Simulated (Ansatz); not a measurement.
## RbBr: biaxial strain −0.83 %, plane normal [111], relaxed out of plane

Start from RbBr in the rock salt structure (space group Fm-3m, No. 225; a = 6.843 Å). Axes: x, y, z lie along the cube axes.

Perturbation: compressive biaxial strain of 0.83 % in the plane normal to [111], as in epitaxy on a mismatched substrate; the out-of-plane cell vector and the atoms relax.

Computed with PBEsol (Ansatz, an electronic-structure program; PAW; 420 eV plane waves; without spin-orbit coupling). k-mesh 8×8×8 (Γ-centred); smearing 0.05 eV (Fermi–Dirac).

```json
[
 {"quantity": "volume per atom", "base": "40.06 Å³", "changed": "39.79 Å³", "shift": "-0.27 Å³"},
 {"quantity": "space group", "base": "Fm-3m (No. 225)", "changed": "R-3m (No. 166)", "shift": "–"},
 {"quantity": "shortest interatomic distance", "base": "3.422 Å", "changed": "3.414 Å", "shift": "-0.0074 Å"},
 {"quantity": "energy relative to the base (free energy F)", "base": "0 meV/atom", "changed": "+0.3 meV/atom", "shift": "+0.3 meV/atom"},
 {"quantity": "pressure (mean of the normal stresses, compression positive)", "base": "0.01 GPa", "changed": "0.10 GPa", "shift": "+0.09 GPa"},
 {"quantity": "band gap", "base": "4.22 eV", "changed": "4.23 eV", "shift": "+0.004 eV"},
 {"quantity": "gap character", "base": "direct at Γ", "changed": "direct at Γ", "shift": "–"},
 {"quantity": "electron mass", "base": "0.36 mₑ (at Γ)", "changed": "0.36 mₑ (at Γ)", "shift": "–"},
 {"quantity": "valence-band top at Γ (three highest levels, from the VBM)", "base": "0.00, 0.00, 0.00 eV", "changed": "0.00, 0.00, -0.03 eV", "shift": "–"},
 {"quantity": "valley order (the lowest conduction-band minima on the path, energy above the VBM, named in the base's zone)", "base": "Γ 4.22 eV; X along ⟨100⟩ 5.50 eV", "changed": "Γ 4.23 eV; X along [010] 5.48 eV", "shift": "–"},
 {"quantity": "out-of-plane strain", "base": "–", "changed": "+1.00 %", "shift": "–"},
 {"quantity": "ratio −ε⊥/ε∥", "base": "–", "changed": "1.20", "shift": "–"}
]
```

Final structure (turned so that z lies along the plane normal):

```yaml
crystal:
  lattice:
    - [4.79877, 0.00000, 0.00000]
    - [2.39938, 4.15585, 0.00000]
    - [2.39938, -1.38528, 3.99032]
  atoms:
    - { symbol: Rb, position: [0.00000, 0.00000, 0.00000] }
    - { symbol: Br, position: [0.00000, 0.50000, 0.50000] }
```

Masses are band curvatures over ±0.01 Å⁻¹ around the edge. Whether these cells are dynamically stable was not tested. k-point labels follow each cell's own Brillouin zone.
